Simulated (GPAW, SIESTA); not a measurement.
A SIESTA input for a self-consistent single point of SiS₂ (Ibam, 6 atoms in the cell) (DFT, GGA PBEsol, numerical atomic orbitals DZP, PseudoDojo PBEsol standard norm-conserving potentials (rewritten from UPF to PSML)):

```
# files in the folder: Si.psml S.psml (PseudoDojo PBEsol standard)
SystemName  SiS2
SystemLabel SiS2

NumberOfAtoms                6
NumberOfSpecies              2
%block ChemicalSpeciesLabel
  1 14 Si
  2 16 S
%endblock ChemicalSpeciesLabel
LatticeConstant              1.0 Ang
%block LatticeVectors
    -2.940233000    5.022408000    2.837610000
     2.940233000   -5.022408000    2.837610000
     2.940233000    5.022408000   -2.837610000
%endblock LatticeVectors
AtomicCoordinatesFormat      Bohr
%block AtomicCoordinatesAndAtomicSpecies
    -0.000000000    0.000000000    8.043458623  1
     0.000000000    0.000000000    2.681152874  1
     3.317739110    7.303305729    5.362305748  2
     2.238496002    2.187669877   -0.000000000  2
     3.317739110   11.678645483    0.000000000  2
     2.238496002   -2.187669877    5.362305748  2
%endblock AtomicCoordinatesAndAtomicSpecies

XC.functional                GGA
XC.authors                   PBEsol
PAO.BasisSize                DZP
PAO.EnergyShift              0.005 Ry
MeshCutoff                   400 Ry
%block kgrid.MonkhorstPack
    6   0   0  0.0
    0   6   0  0.0
    0   0   6  0.0
%endblock kgrid.MonkhorstPack
OccupationFunction           FD
ElectronicTemperature        0.02 eV

MaxSCFIterations             150
SCF.Mixer.Method             Pulay
SCF.Mixer.Weight             0.1
SCF.Mixer.History            6
SCF.DM.Tolerance             1.0E-04
Diag.ParallelOverK           true
WriteForces                  true
Charge.Mulliken              end
```

### Question
Translate this input to GPAW.

### Answer
One input that does it (others would too):

```python
from ase import Atoms
from ase.units import GPa
from gpaw import GPAW

atoms = Atoms(['Si', 'Si', 'S', 'S', 'S', 'S'],
              cell=[[-2.940233, 5.022408, 2.837610],
                    [2.940233, -5.022408, 2.837610],
                    [2.940233, 5.022408, -2.837610]],
              scaled_positions=[[0.750000, 0.750000, 0.000000],
                                [0.250000, 0.250000, 0.000000],
                                [0.884750, 0.798560, 0.683310],
                                [0.115250, 0.201440, 0.316690],
                                [0.615250, 0.298560, 0.913810],
                                [0.384750, 0.701440, 0.086190]],
              pbc=True)

calc = GPAW(mode={'name': 'pw', 'ecut': 600},
            xc='PBEsol',
            kpts={'size': (6, 6, 6), 'gamma': True},
            occupations={'name': 'fermi-dirac', 'width': 0.02},
            nbands=-8,
            convergence={'density': 1e-05, 'energy': 1e-05, 'bands': -6},
            symmetry={'symmorphic': False, 'tolerance': 0.0005},
            maxiter=150,
            txt='-')

atoms.calc = calc

energy = atoms.get_potential_energy()
print('Energy (eV):', round(energy, 6))
forces = atoms.get_forces()
print('Forces (eV/Ang):')
print(forces.round(5))
stress = atoms.get_stress()
print('Stress (GPa, Voigt):', (stress / GPa).round(4))
```

Basis, cutoffs, solver keys and any potentials are the target program's own. This input uses DFT PBEsol, plane waves, GPAW PAW datasets PBEsol (made by gpaw-setup).

The starting cell comes from a database of computed structures (which also holds hypothetical and non-ambient phases and stackings), without a prior relaxation at this level. Its lattice was rescaled by a random factor within 2.5 % of one.
